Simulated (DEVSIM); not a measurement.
Device: abrupt Si n-p junction, at 350 K.

| layer (left to right) | material | thickness (μm) | Nd (cm⁻³) | Na (cm⁻³) | τn (s) | τp (s) |
|---|---|---|---|---|---|---|
| 1 | Si | 78.0 | 1.5e16 | - | 8.6e-7 | 8.6e-7 |
| 2 | Si | 1.00 | - | 2.2e17 | 8.6e-7 | 8.6e-7 |

Left contact: ohmic. Right contact: ohmic. Voltage is applied to the left contact. Recombination: SRH at mid-gap, radiative. Mobility is constant in doping.

This is a model device: material constants are rounded textbook-type values typed into the input, and sizes, dopings and lifetimes were drawn at random. Values at 300 K; Nc and Nv go as T^1.5, mobilities as T to minus their exponent, the gap by Varshni's rule with the affinity fixed.

```
parameter               Si
----------------  --------
gap (eV)             1.124
affinity (eV)         4.05
permittivity          11.7
Nc (cm⁻³)          2.86e19
Nv (cm⁻³)           3.1e19
μn (cm²/Vs)           1417
μp (cm²/Vs)            470
T exponent of μn       2.3
T exponent of μp       2.2
B (cm³/s)          4.7e-15
Varshni α (eV/K)  0.000473
Varshni β (K)          636
```

Model (solved in DEVSIM): 1D drift-diffusion, Boltzmann statistics, complete ionisation; no tunnelling, impact ionisation, image-force lowering or self-heating.

The temperature was swept, all else fixed.

```tsv
temperature (K)	largest field in the device at zero bias (V/cm)	dark forward voltage at 1 A/cm² (V)	potential step across the device at zero bias (V)	dark forward voltage at 100 A/cm² (V)
250	61000	0.727	0.879	0.923
300	58000	0.625	0.801	0.883
350	55000	0.520	0.720	0.849
400	53000	0.414	0.636	0.823
450	50000	0.305	0.549	0.802
500	47000	0.196	0.461	0.788
```

From the first row to the last the largest field in the device at zero bias goes from 61000 to 47000. From the first row to the last the dark forward voltage at 1 A/cm² goes from 0.727 to 0.196.
